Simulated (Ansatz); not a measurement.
Take Ru in the simple cubic structure (space group Pm-3m, No. 221; a = 2.480 Å; a hypothetical phase, not in the database extracts checked) as the base.

Level of theory: PBEsol (Ansatz, a first-principles code; PAW; 420 eV plane waves; no spin-orbit coupling).

Before the change:

| Item | Value |
|---|---|
| Lattice parameter a | 2.480 Å |
| Band gap | zero |

It is then changed as follows: a negative pressure, −1 GPa.

Problem. What happens to the lattice parameter a and band gap?

Solution. The lattice parameter a goes up by 0.0034 Å, from 2.480 Å to 2.484 Å; the band gap stays zero.

Load acts through the strain it causes; cell and atoms are relaxed under it. No phonon test of stability was made. All final runs are without spin polarisation.
